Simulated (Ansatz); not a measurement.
AlB2-type MgB₂, treated with PBEsol (Ansatz, an electronic-structure program, plane waves, PAW).

Numerical settings: plane-wave cutoff 560 eV, 18×18×12 k mesh (along the axes of the cell as run), Fermi–Dirac smearing 0.1 eV, perturbation theory, scalar-relativistic PAW data made under PBE.

Computed at the level's own relaxed cell.

MgB2 is taken in the hexagonal space group P6/mmm (No. 191), Pearson symbol hP3. Lattice parameters: a = 3.0633 Å, b = 3.0633 Å, c = 3.4990 Å, α = 90.00°, β = 90.00°, γ = 120.00°. Mg on 1a sees 12 B at 2.488 Å. B on 2d has 3 B at 1.769 Å and 6 Mg at 2.488 Å. (Neighbours: up to the widest gap in distance over summed covalent radii, below 1.35, at either atom; cation-cation and far metal-metal contacts left out.)

Harmonic phonon frequencies (cm⁻¹; i marks an imaginary mode):

```
q point                          frequencies
-------  -----------------------------------
Γ              0 0 0 340 340 408 605 605 692
M        258 269 337 427 461 501 738 739 757
K        274 302 302 446 446 649 711 711 781
```

No imaginary mode appears at these points.
